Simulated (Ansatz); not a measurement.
## Quick settings and what they miss: GaN (F-43m, 2 atoms in the cell)

Self-consistent single point.

```yaml
crystal:
  lattice:
    - [0.00000, 2.25350, 2.25350]
    - [2.25350, 0.00000, 2.25350]
    - [2.25350, 2.25350, 0.00000]
  atoms:
    - { symbol: Ga, position: [0.00000, 0.00000, 0.00000] }
    - { symbol: N, position: [0.75000, 0.75000, 0.75000] }
```

Level of theory: PBEsol, default PAW files made with PBE (plane waves; Ansatz, a quantum-chemistry and plane-wave program).

Base settings: basis.ecutwfc = 420 eV; kpoints.mp_grid.grid = 9 9 9; hamiltonian.xc = pbesol; hamiltonian.pseudopotentials = {kind: paw} (the program's default PAW files); scf.occupations.method = fixed.

Tight run (finer mesh or higher cutoff; not a proven limit): basis.ecutwfc: 420 eV → 590 eV; kpoints.mp_grid.grid: 9 9 9 → 13 13 13; scf.convergence.dr2_threshold: default (1e-07 eV) → 1e-09 eV. It gave top of the valence band (on the code's own zero) 9.51 eV; gap on the k-point mesh 1.67 eV; pressure -1.12 GPa.

Quick runs, as changes from the base:
- A: the base itself
- B: basis.ecutwfc: 420 eV → 250 eV; kpoints.mp_grid.grid: 9 9 9 → 6 6 6; scf.occupations.method: fixed → gaussian; scf.occupations.width: default → 0.272 eV; scf.convergence.dr2_threshold: default (1e-07 eV) → 0.001 eV
- C: basis.ecutwfc: 420 eV → 250 eV; kpoints.mp_grid.grid: 9 9 9 → 3 3 3
- D: kpoints.mp_grid.grid: 9 9 9 → 2 2 2; hamiltonian.xc: pbesol → b3lyp [B3LYP]
- E: kpoints.mp_grid.grid: 9 9 9 → 2 2 2; hamiltonian.xc: pbesol → hse06 [HSE06]

Dashes: energy of D, E, another energy zero; count of D, E, another kind of functional, whose work the count does not hold.

Gaps are read on each run's own mesh, which may miss the band edges.

† marks runs with another functional, U, potentials or spin treatment: their distance from the tight run is not a convergence error alone.

The count of work is k-points × plane waves × bands × iterations; it is no time. 

Pressures in the table are Ansatz's without its Pulay estimate, at a fixed set of plane waves; the tight run's value above holds the estimate.

The starting cell comes from a database of computed structures (which also holds hypothetical and non-ambient phases and stackings), without a prior relaxation at this level.

| run | energy less tight (meV/atom) | pressure less tight (GPa) | gap on the mesh less tight (eV) | count of work / tight |
|---|---|---|---|---|
| A | 3.7 | -0.51 | -0.002 | 0.23 |
| B | 1149.3 | -88.20 | -0.480 | 0.041 |
| C | 1299.5 | -86.72 | -0.561 | 0.012 |
| D† | – | 8.07 | 1.832 | – |
| E† | – | 3.66 | 1.467 | – |

Among the runs at the tight run's level, the energy misses run from 3.7 to 1299.5 meV/atom.

Left out of this page: 3 runs of the series unsound by tests on forces, stress, charge or solver warnings.

Keys are those of Ansatz 0.2.
